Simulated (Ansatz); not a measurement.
## GaAs, response to strain

Base system: GaAs in the zinc blende structure (space group F-43m, No. 216; a = 5.659 Å).

Strains are applied to the cell and any free atomic positions relax.

Method: plane-wave PAW DFT at the PBEsol level (Ansatz, a program for electronic structure, 420 eV), scalar-relativistic without spin-orbit coupling.

Notes on the quantities. energy relative to the base: free energy F.

| case | energy relative to the base | width of the top valence band | band gap |
|---|---|---|---|
| base | 0 meV/atom | 3.36 eV | 0.42 eV |
| isotropic strain −3.00 % | +44 meV/atom | 3.82 eV | 1.12 eV |
| isotropic strain −2.50 % | +30 meV/atom | … | 1.00 eV |
| isotropic strain −2.00 % | +19 meV/atom | 3.66 eV | … |
| isotropic strain −0.50 % | +1.1 meV/atom | 3.43 eV | … |
| isotropic strain +0.50 % | +1.1 meV/atom | 3.29 eV | 0.31 eV |
| isotropic strain +1.00 % | +4.2 meV/atom | 3.23 eV | 0.20 eV |
| isotropic strain +1.50 % | +9.3 meV/atom | … | 0.10 eV |
| isotropic strain +2.00 % | +16 meV/atom | – | zero |
| isotropic strain +3.00 % | +35 meV/atom | – | zero |

Complete the table.


- isotropic strain −2.50 %, width of the top valence band: 3.74 eV
- isotropic strain −2.00 %, band gap: 0.88 eV
- isotropic strain −0.50 %, band gap: 0.53 eV
- isotropic strain +1.50 %, width of the top valence band: 3.16 eV

A case with no gap was solved on a k-mesh chosen for an insulator, which is coarse for it. Whether these cells are dynamically stable was not tested. All final runs are without spin polarisation. A zero or small gap of GaAs under isotropic strain +1.00 %, GaAs under isotropic strain +1.50 %, GaAs under isotropic strain +2.00 % and GaAs under isotropic strain +3.00 % can be the functional's error rather than a property of the material.
